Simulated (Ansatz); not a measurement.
ZrSi2 (space group Cmcm, No. 63)

```cif
data_Si4Zr2
_chemical_formula_sum 'Si4 Zr2'
_space_group_name_H-M_alt 'P 1'
_space_group_IT_number 1
_cell_length_a 7.65470
_cell_length_b 7.65470
_cell_length_c 3.66679
_cell_angle_alpha 90.000
_cell_angle_beta 90.000
_cell_angle_gamma 152.116
loop_
_space_group_symop_operation_xyz
  'x, y, z'
loop_
_atom_site_label
_atom_site_type_symbol
_atom_site_fract_x
_atom_site_fract_y
_atom_site_fract_z
_atom_site_occupancy
Si1 Si 0.94827 0.05173 0.75000 1
Si2 Si 0.05173 0.94827 0.25000 1
Si3 Si 0.24981 0.75019 0.75000 1
Si4 Si 0.75019 0.24981 0.25000 1
Zr1 Zr 0.60584 0.39416 0.75000 1
Zr2 Zr 0.39416 0.60584 0.25000 1
```

Computed with r2SCAN/PAW in Ansatz (a first-principles code), scalar-relativistic without spin-orbit coupling. Γ-centred 13×13×13 mesh, Fermi–Dirac width 0.05 eV.

```yaml
volume_per_atom: 16.75 Å³
density: 4.87 g/cm³
band_gap: zero
total_energy: -1825.048 eV/atom (σ→0; compares only within this code and set-up)
```

Stability against distortions was not tested. All final runs are without spin polarisation.
